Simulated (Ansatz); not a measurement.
MgTe: band gap against strain

MgTe (zinc blende, F-43m, 33.375 Å³/atom at rest, cube axes along x, y and z) under a strain ε along a cube axis (axis z), the other axes held. PBEsol in Ansatz, a plane-wave DFT program (PAW, default set), 420 eV, 9×9×9 Γ-centred mesh, Fermi-Dirac smearing 0.05 eV; ions are relaxed within the symmetry of each cell. Gaps are the smallest over the k-mesh and a band path, without spin-orbit coupling; in all rows the valence edge lies at Γ and the conduction edge at Γ.

Here s stands for strain and Eg for gap.

```csv
strain (%),gap (eV)
-3.00,?
-1.50,2.384
-1.00,2.372
-0.50,2.359
0.00,2.347
```

Problem. Fit Eg against s with a straight line, and predict the withheld value at s = -3.00.

Solution. Means: s -0.75000, Eg 2.3655. About the means, the sum of products is -0.031000 and the sum of squares of s is 1.2500; the slope is their ratio. Least squares gives Eg = 2.3469 - 0.02480·s. Residuals (row less fit): -0.0001, 0.0003, -0.0003, 0.0001; standard error 0.0003 (degrees of freedom: 2). Over these rows the gap moves by -2.5 ± 0.03 eV per unit strain. At the withheld row, Eg = 2.3469 - 0.02480 × (-3.0) = 2.4213 eV. The calculation gives 2.422 eV, 0.0007 eV above the prediction (0.9 % of the range of Eg in the table). The row lies outside the fitted rows, so this is an extrapolation. The fitted rows scatter only by rounding.

MgTe stands in this structure, whereas wurtzite is the usual form. Spin-orbit coupling is left out, which can shift this property for MgTe. Rows are the converged runs of the series near zero and its far end; series whose fitted rows scatter by over a few per cent of the range, as at a crossing or softening among them, aren't shown in this form. Most that stay on the fit to the last digits aren't either.
